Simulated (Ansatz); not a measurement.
Nb_Al in wurtzite AlN: one set of geometries, relaxed with PBE, evaluated in Ansatz (PAW, plane waves to 420 eV, 500 eV under r2SCAN) with PBE, r2SCAN.

Set-up: 96-site cell; 2×2×2 shifted k-points; start: the Al site; charged states image-corrected; corrections pass 1 eV, so highly charged states may be off by several tenths; flagged in the runs: a host whose relaxation on this sampling wasn't shown to rest, a strain field that reaches the edge of the cell.

```
quantity                                               PBE  r2SCAN
----------------------------------------------------  ----  ------
host gap (eV)                                         4.03    4.67
ε(+2/+1) above the VBM (eV)                           2.12    2.27
ε(+1/0) above the VBM (eV)                            2.81    2.99
largest moment on one atom at charge +1 (μB)          0.38    0.40
neutral formation energy against fcc Al, bcc Nb (eV)  4.02    3.90
largest moment on one atom at charge 0 (μB)           0.75    0.80
```

PBE narrows the gap by 0.64 eV against r2SCAN, the highest level run, and puts the levels 0.17 eV lower above the valence-band maximum on average.

Ansatz is a quantum-chemistry and plane-wave program.
